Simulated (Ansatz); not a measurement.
Faces of tetragonal WSi2 in 1x1 cells, as slabs relaxed from ideal cuts; for each face the lowest of the symmetric, stoichiometric cuts and spin starts that were computed. The slabs keep the symmetry of their cuts; real faces may buckle, or reconstruct in larger cells. No spin-orbit coupling, no Hubbard U.

Calculation: PBE (plane waves to 420 eV, PAW; Ansatz, an electronic-structure program).

```tsv
face	cell area (Å²)	outermost plane spacing of the ideal cut (Å)	γ unrelaxed (J/m²)	γ relaxed (J/m²)	work function, top face (eV)
(001)	10.43	1.30	2.52	…	4.50
(100)	25.41	1.61	2.82	2.66	…
(101)	13.73	1.00	2.24	2.11	5.01
(102)	32.87	0.42	2.45	…	4.68
(110)	17.96	2.28	2.43	2.27	4.33
(112)	20.77	0.65	2.76	…	4.73
(211)	28.88	0.48	2.49	2.31	4.58
```

Task: Fill in the missing entries.

Result: 
- (001), γ relaxed (J/m²): 2.50
- (100), work function, top face (eV): 4.94
- (102), γ relaxed (J/m²): 2.32
- (112), γ relaxed (J/m²): 2.40
